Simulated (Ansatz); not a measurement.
System: KOH (P2₁/c, No. 14; cell taken from a computed entry). Method: LDA (PAW; Ansatz, an electronic-structure program).

Run with plane-wave cutoff 500 eV, 8×10×6 k mesh (along the axes of the cell as run), gaussian smearing 0.02 eV, scalar-relativistic PAW data made under PBE.

Cell (relaxed at this level):

```xyz
12
Lattice="5.3086 0.0000 0.0275 0.0000 3.8484 0.0000 -2.8053 0.0000 7.1261" Properties=species:S:1:pos:R:3 pbc="T T T"
K      2.6232     0.9574     3.0870
K     -0.1199     2.8910     4.0666
K      1.2827     2.8816     0.5035
K      1.2206     0.9668     6.6500
H     -0.4705     1.6025     1.8729
H      2.9738     2.2459     5.2806
H      4.3764     3.5267     1.7176
H     -1.8731     0.3217     5.4359
O      0.1949     0.8935     2.1307
O      2.3084     2.9549     5.0229
O      3.7111     2.8177     1.4598
O     -1.2078     1.0307     5.6937
```

Question: Predict the band gap.

Answer: 
band gap: 4.11 eV (on the SCF k mesh)

Note: the relaxation could not lower the start's symmetry, so the cell can be a saddle point above a distorted one.

Static lattice: no zero-point or thermal effects.
